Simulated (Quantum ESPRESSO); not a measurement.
Troubleshooting Quantum ESPRESSO: a failed run on a (101) slab of Mg3BiSb (cut from a parent of space group no. 156; 10 atoms in the cell). The aim is a self-consistent single point with DFT, PBE, plane waves, SSSP 1.1.2 efficiency (PBE) pseudopotentials.

Input:

```fortran
&CONTROL
    calculation = 'scf',
    prefix = 'bimg3sb',
    outdir = './out',
    pseudo_dir = './',
    tprnfor = .true.,
    tstress = .true.,
/
&SYSTEM
    ibrav = 0,
    nat = 11,
    ntyp = 3,
    ecutwfc = 40,
    ecutrho = 320,
    occupations = 'smearing',
    smearing = 'mp',
    degauss = 0.0073499,
/
&ELECTRONS
    conv_thr = 1.0d-10,
    mixing_beta = 0.5,
    mixing_mode = 'local-TF',
/
ATOMIC_SPECIES
Mg    24.3050  Mg.pbe-n-kjpaw_psl.0.3.0.UPF
Bi   208.9804  Bi_pbe_v1.uspp.F.UPF
Sb   121.7600  sb_pbe_v1.4.uspp.F.UPF
CELL_PARAMETERS {angstrom}
   4.66434000     0.00000000     0.00000000
   2.33217000     8.39593100     0.00000000
   0.00000000     0.00000000    18.44660000
ATOMIC_POSITIONS {crystal}
Mg    0.45772550    0.94026300    0.46193900
Mg    0.24205950    0.37159500    0.40315800
Mg    0.06463950    0.72643500    0.32526300
Mg    0.07346300    0.70878800    0.65390900
Mg    0.85779700    0.14012000    0.59512900
Mg    0.68037700    0.49496000    0.51723400
Bi    0.08270600    0.69030200    0.48276600
Bi    0.69844350    0.45882700    0.67473700
Sb    0.83438550    0.18694300    0.44029800
Sb    0.45012300    0.95546800    0.63226800
K_POINTS {automatic}
4 4 1  0 0 0
```

Output (repeated stretches shortened):

```
     This program is part of the open-source Quantum ESPRESSO suite
     for quantum simulation of materials; please cite

 %%%%%%%%%%%%%%%%%%%%%%%%%%%%%%%%%%%%%%%%%%%%%%%%%%%%%%%%%%%%%%%%%%%%%%%%%%%%%%
     Error in routine read_cards (11):
     wrong number of columns in ATOMIC_POSITIONS
 %%%%%%%%%%%%%%%%%%%%%%%%%%%%%%%%%%%%%%%%%%%%%%%%%%%%%%%%%%%%%%%%%%%%%%%%%%%%%%

     stopping ...
```

**Question.** From the messages shown, name the fault and mend the input.

**Answer.** The fault is an atom count that does not match the list of atoms; here the program stops on it instead of giving results. To fix it, make the count match the list. The program stopped before any SCF iteration.

The sound input it was made from differs as follows (other fixes are possible):
```diff
-    nat = 11,
+    nat = 10,
```

With that input, the run converged in 18 iterations: free energy E − TS -12817.4874 eV; Fermi level (on the code's own zero) -0.07 eV; pressure averaged over the cell with its vacuum -0.87 GPa; largest force (vector length) 0.745 eV/Å (DFT, PBE, plane waves, SSSP 1.1.2 efficiency (PBE) pseudopotentials).

On the sound input: the starting cell comes from a database of computed structures (which also holds hypothetical and non-ambient phases and stackings), without a prior relaxation at this level. The slab is cut from that crystal, and its faces are unrelaxed. The two faces of this cut differ, and no dipole correction was used. Without a gap this mesh is coarse (it stands for a supercell whose shortest in-plane vector is 19 Å).
